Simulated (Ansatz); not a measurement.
The reference is Ag in the fcc (Cu type) structure (space group Fm-3m, No. 225; a = 4.0542 Å; relaxed with 0.1 eV smearing). Axes: x, y, z lie along the cube axes.

Computed with plane-wave PAW DFT at the PBEsol level (Ansatz, a program for electronic structure, 420 eV), scalar-relativistic without spin-orbit coupling, earlier PAW set.

Strains are applied to the cell and any free atomic positions relax; under biaxial strain the out-of-plane vector relaxes too.

One change was made to it. Results:

```csv
quantity,base,after
shortest interatomic distance,2.867 Å,2.853 Å
"pressure (mean of the normal stresses, compression positive)",0.0 GPa,-1.0 GPa
energy relative to the base (free energy F),0 meV/atom,+3.4 meV/atom
```

Problem. What was done to the base?
A. biaxial strain +2.01 %, plane normal [001], relaxed out of plane
B. uniaxial strain ε_xx = +0.99 %
C. uniaxial strain ε_yy = −0.86 %
D. biaxial strain +3.69 %, plane normal [110], relaxed out of plane
E. isotropic strain +1.24 %

Solution. A, biaxial strain +2.01 %, plane normal [001], relaxed out of plane. For comparison, the energy relative to the base in the other runs: uniaxial strain ε_yy = −0.86 % gives +0.6 meV/atom; isotropic strain +1.24 % gives +8.1 meV/atom; biaxial strain +3.69 %, plane normal [110], relaxed out of plane gives +25 meV/atom; uniaxial strain ε_xx = +0.99 % gives +0.7 meV/atom.

A biaxial case was relaxed in a doubled cell and then solved in the primitive one. No phonon test of stability was made.
